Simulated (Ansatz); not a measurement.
End structure of Mg on the 1x1 (110) surface of bcc Mo, one in a 2x1 cell, started at the site 'bridge Mo-Mo (span 3.2 Å)':

```
CELL_PARAMETERS angstrom
      5.47470     0.00000     0.00000
     -0.91245     2.58080     0.00000
      0.00000     0.00000    26.00000
ATOMIC_POSITIONS crystal
  Mo 0.25000 0.50000 0.37429
  Mo 0.75000 0.50000 0.37429
  Mo 0.00000 0.00000 0.45665
  Mo 0.50000 0.00000 0.45665
  Mo 0.25000 0.50000 0.54295
  Mo 0.75000 0.50000 0.54319
  Mo 0.99654 0.98017 0.62678
  Mo 0.50346 0.01983 0.62678
  Mg 0.25000 0.50000 0.71643
```

Slab: 9 atoms, 6.5 Å thick at the start under the adsorbate (thin: gaps and levels are the slab's own); k 6x12x1, smearing 0.1 eV, dipole-corrected; 4 atoms held, the rest relaxed; start symmetry kept, larger cells not searched; no spin, no spin-orbit, no U, no dispersion correction. At the end it is bonded to 4 Mo. In PBE it is, or lies within 0.03 eV of, the lowest of the starts that converged.

A negative adsorption energy means that the adsorbate is more stable on the surface than in its reference.

Task: Predict the change of the step from the bottom to the top vacuum level, against the clean slab from Ansatz (an electronic-structure program) with PBE.

Result: -0.99 eV

Task: Predict the adsorption energy against an atom of hcp Mg from PBE.

Result: -0.31 eV

Task: Estimate the change of the work function that PBE returns for this input.

Result: -1.04 eV

Task: Give the work function of the top face at the level PBE.

Result: 3.55 eV
